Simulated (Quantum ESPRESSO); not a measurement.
σxx against uniaxial strain in CsCl-type PdIn (space group 221): C11 (Quantum ESPRESSO, PBEsol)

```xyz
2
Lattice="3.1970 0.0000 0.0000 0.0000 3.2457 0.0000 0.0000 0.0000 3.2457" Properties=species:S:1:pos:R:3 pbc="T T T"
In     1.5985     1.6228     1.6228
Pd     0.0000     0.0000     0.0000
```

Level of theory: PBEsol, GBRV 1.5 ultrasoft (PBESOL) pseudopotentials (plane waves; Quantum ESPRESSO 7.5). Settings: ecutwfc = 52 Ry; ecutrho = 416 Ry; occupations = smearing; smearing = fermi-dirac; degauss = 0.0036749 Ry; potentials = {In: in_pbesol_v1.4.uspp.F.UPF, Pd: pd_pbesol_v1.4.uspp.F.UPF}; K_POINTS = automatic 20 20 20 0 0 0; conv_thr = 1e-10 Ry. The cell above is the first row's. The rows stretch one cube axis (x) by the strain ε and hold the other two. Stress is positive in tension. In all rows fractional positions and the k mesh are held.

| ε (%) | σxx (GPa) |
|---|---|
| -1.5 | ? |
| -1.0 | -1.55 |
| -0.5 | -0.70 |
| 0.0 | 0.12 |
| 0.5 | 0.91 |
| 1.0 | 1.66 |
| 1.5 | 2.37 |
| 2.0 | 3.06 |

Problem. Using a parabola, estimate the missing σxx at ε = -1.5 from the other rows, showing the fit.

Solution. Least squares gives σxx = 0.121 + 1.6045·ε - 0.0681·ε². Residuals (row less fit): 0.002, -0.002, -0.001, 0.004, 0.003, -0.005, 0.002; standard error 0.004 (degrees of freedom: 4). The slope at ε = 0, 1.6045 GPa per cent, gives C11 ≈ 100 × 1.6045 = 160 GPa, for the static lattice. At the withheld row, σxx = 0.121 + 1.6045 × (-1.5) - 0.0681 × (-1.5)² = -2.439 GPa. The calculation gives -2.42 GPa, 0.019 GPa above the prediction (0.3 % of the range of σxx in the table). The row lies outside the fitted rows, so this is an extrapolation. From the scatter of the fitted rows alone, a prediction at this place has a standard error of 0.007 GPa, so the miss is 2.8 times that.

Carrying the step between the two nearest rows on in a straight line would have given -2.40, off by 0.02; series whose last step already gives the withheld value aren't shown. The reference cell has the volume at which an earlier scan in this program and functional put its minimum by a fit. The runs keep the symmetry of the cell, so they don't test it for distortions. The unstrained cell stands at a pressure of -0.12 GPa, and the constants belong to that pressure. By symmetry this strain leaves no force on the atoms; the largest in the rows is 0.000 eV/Å. Spin polarisation is off. Without a gap such slopes are sensitive to mesh and smearing. Cutoffs and mesh are single choices, not tested for convergence of this quantity. Series with a scatter that would blur these digits, or in which a gap closes, are not shown. Strain series were run only where this level's volume lies within 10 % of a first guess from the measured size.
